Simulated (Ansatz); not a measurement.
Consider Si (space group I4_132, No. 214; a = 6.397 Å; a hypothetical phase, not in the database extracts checked; relaxed with 0.1 eV smearing). Axes: x, y, z lie along the cube axes.

Calculations: PBEsol/PAW in Ansatz (a program for electronic structure), spin-orbit coupling left out.

Base values:

| Quantity | Value |
|---|---|
| Shortest interatomic distance | 2.262 Å |

It is then changed as follows: strain tensor (xx, yy, zz, yz, xz, xy) = (+2.22, +2.06, +1.41, +0.60, −0.43, −0.57) %, atoms relaxed at fixed cell.

### Question
Predict the new largest internal atomic displacement, stress, energy relative to the base and shortest interatomic distance.

### Answer
The largest internal atomic displacement is 0.016 Å; the stress (xx, yy, zz, yz, xz, xy; compression positive) comes out as (-2.2, -2.2, -2.3, 0.1, 0.0, -0.1) GPa; the energy increases by 14 meV/atom; the shortest interatomic distance rises by 0.041 Å to 2.303 Å.

Stability against distortions was not tested.
